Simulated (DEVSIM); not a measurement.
Device: abrupt Ge n-p junction, at 300 K.

Layer 1 from the left is Ge, thickness (μm) 22.0, Nd (cm⁻³) 9.5e17, τn (s) 9.9e-7, τp (s) 9.9e-7. Layer 2 from the left is Ge, thickness (μm) 23.0, Na (cm⁻³) 4.5e15, τn (s) 9.9e-7, τp (s) 9.9e-7.

Left contact: ohmic. Right contact: ohmic. Voltage is applied to the left contact. Recombination: SRH at mid-gap. Mobility is μmin + (μ − μmin)/(1 + (N/Nref)^α).

The device is made up for the run: typed textbook-type constants, with dimensions and the other settings drawn at random. Values at 300 K.

Ge: gap (eV) 0.664, affinity (eV) 4, permittivity 16, Nc (cm⁻³) 1.04e19, Nv (cm⁻³) 6e18, μn (cm²/Vs) 3900, μp (cm²/Vs) 1900, μn,min 150, μp,min 100, Nref,n 2.6e17, Nref,p 4e17, αn 0.56, αp 0.6.

DEVSIM, 1D drift-diffusion, Boltzmann statistics, complete ionisation; no tunnelling, impact ionisation, image-force lowering or self-heating.

Dark forward current:

```
|V| (V)  |J| (A/cm²)
-------  -----------
0.05        0.003829
0.10         0.03014
0.15          0.2108
0.20           1.425
0.25           8.755
0.30           42.29
0.35           154.2
0.40           451.0
0.45            1097
0.50            2226
```

Problem. Work out the local ideality factor n = ΔV / (kT/q · ln(J2/J1)) between the rows 0.15 and 0.20 V, 0.45 and 0.50 V.

Solution. kT/q = 25.85 mV. From 0.15 to 0.20 V: ln(1.425/0.2108) = 1.911, n = 1.01, near the 1 of diffusion or emission over a barrier. From 0.45 to 0.50 V: ln(2226/1097) = 0.708, n = 2.73.

Problem. Estimate the current at 0.15 V from the Shockley equation with J0 = Σ q ni² D/(N L) coth(W/L), τ joining the SRH, radiative and Auger lifetimes that are on, and W taken as the whole layer.

Solution. ni² = 4.36e26 cm⁻⁶; holes in the n layer: μ = 772 cm²/Vs, D = 19.9 cm²/s, τ = 9.90e-7 s, L = 44.4 μm, W/L = 0.50, term 7.20e-7 A/cm²; electrons in the p layer: μ = 3550 cm²/Vs, D = 91.8 cm²/s, τ = 9.90e-7 s, L = 95.3 μm, W/L = 0.24, term 0.000631 A/cm². J0 = 0.000632 A/cm², and J = J0 exp(qV/kT) = 0.209 A/cm². The simulation gives 0.211 A/cm², the same within the digits that matter. The estimate leaves out recombination in the depletion region and that region's share of W.
